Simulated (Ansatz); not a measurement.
# CuIr₂S₄ in the spinel structure (space group Fd-3m, No. 227)

```xyz
14
Lattice="0.0000 4.8913 4.8913 4.8913 0.0000 4.8913 4.8913 4.8913 0.0000" Properties=species:S:1:pos:R:3 pbc="T T T"
Cu     4.8913     4.8913     4.8913
Cu     7.3369     7.3369     7.3369
Ir     1.2228     1.2228     1.2228
Ir     1.2228     3.6685     3.6685
Ir     3.6685     3.6685     1.2228
Ir     3.6685     1.2228     3.6685
S      6.0190     6.0190     8.6549
S      6.2092     3.5733     6.2092
S      8.6549     8.6549     8.6549
S      3.5733     6.2092     6.2092
S      6.2092     6.2092     3.5733
S      8.6549     6.0190     6.0190
S      3.5733     3.5733     3.5733
S      6.0190     8.6549     6.0190
```

Calculations: PBEsol, PAW, 420 eV (Ansatz, a quantum-chemistry and plane-wave program; without spin-orbit coupling). k-mesh 7×7×7 (Γ-centred); smearing 0.05 eV (Fermi–Dirac).

```json
{
  "volume_per_atom": "16.72 Å³",
  "density": "8.18 g/cm³",
  "band_gap": "zero",
  "total_energy": "-4818.495 eV/atom (σ→0; compares only within this code and set-up)"
}
```

Stability against distortions was not tested. The base started in I4_1/amd and relaxed to Fd-3m at this level. The final runs are not spin-polarised.
